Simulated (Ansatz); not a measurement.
LiTaO₃ (P4/mbm, No. 127, 10 atoms in the cell; start mp-754345; a measured phase of this formula has another space group)

Method: HSE06 in Ansatz (PAW).

Settings: plane-wave cutoff 460 eV, 4×4×6 k mesh (along the axes of the cell as run), Fermi–Dirac smearing 0.01 eV, scalar-relativistic PAW data made under PBE.

Cell (relaxed with PBEsol):

```cif
data_Li2O6Ta2
_chemical_formula_sum 'Li2 Ta2 O6'
_space_group_name_H-M_alt 'P 1'
_space_group_IT_number 1
_cell_length_a 5.36909
_cell_length_b 5.36909
_cell_length_c 3.91493
_cell_angle_alpha 90.000
_cell_angle_beta 90.000
_cell_angle_gamma 90.000
loop_
_space_group_symop_operation_xyz
  'x, y, z'
loop_
_atom_site_label
_atom_site_type_symbol
_atom_site_fract_x
_atom_site_fract_y
_atom_site_fract_z
_atom_site_occupancy
Li1 Li 0.50000 0.00000 0.50000 1
Li2 Li 0.00000 0.50000 0.50000 1
Ta1 Ta 0.00000 0.00000 0.00000 1
Ta2 Ta 0.50000 0.50000 0.00000 1
O1 O 0.00000 0.00000 0.50000 1
O2 O 0.50000 0.50000 0.50000 1
O3 O 0.67727 0.17727 0.00000 1
O4 O 0.32273 0.82273 0.00000 1
O5 O 0.82273 0.67727 0.00000 1
O6 O 0.17727 0.32273 0.00000 1
```

For LiTaO₃ (P4/mbm, No. 127, 10 atoms in the cell; start mp-754345; a measured phase of this formula has another space group), the band gap comes out as 3.89 eV (on the SCF k mesh). The smallest direct gap on the k points sampled is 4.23 eV.

Note: cell and atoms aren't relaxed at this level (pressure -0.8 GPa).

Spin–orbit coupling is not included.

Computed values are for the static lattice.

Cost on a shared machine: around 4 core-minutes (rough).

A start named mp-… is a Materials Project structure, which need not be a measured phase.

Ansatz is a program for electronic structure.
